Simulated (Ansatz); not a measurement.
# MgCO₃ (R-3c, No. 167)

All values below come from LDA in Ansatz (plane waves, PAW).

Numerical settings: plane-wave cutoff 500 eV, 10×10×10 k mesh, gaussian smearing 0.02 eV, scalar-relativistic PAW data made under PBE.

Cell (relaxed at this level):

```cif
data_C2Mg2O6
_chemical_formula_sum 'Mg2 C2 O6'
_space_group_name_H-M_alt 'P 1'
_space_group_IT_number 1
_cell_length_a 5.54138
_cell_length_b 5.54138
_cell_length_c 5.54138
_cell_angle_alpha 49.024
_cell_angle_beta 49.024
_cell_angle_gamma 49.024
loop_
_space_group_symop_operation_xyz
  'x, y, z'
loop_
_atom_site_label
_atom_site_type_symbol
_atom_site_fract_x
_atom_site_fract_y
_atom_site_fract_z
_atom_site_occupancy
Mg1 Mg 0.00000 0.00000 0.00000 1
Mg2 Mg 0.50000 0.50000 0.50000 1
C1 C 0.25000 0.25000 0.25000 1
C2 C 0.75000 0.75000 0.75000 1
O1 O 0.25000 0.97164 0.52836 1
O2 O 0.75000 0.02836 0.47164 1
O3 O 0.52836 0.25000 0.97164 1
O4 O 0.47164 0.75000 0.02836 1
O5 O 0.97164 0.52836 0.25000 1
O6 O 0.02836 0.47164 0.75000 1
```

```yaml
band_gap: 5.04 eV (on the SCF k mesh)
```

Computed values are for the static lattice.

Ansatz is a first-principles code.
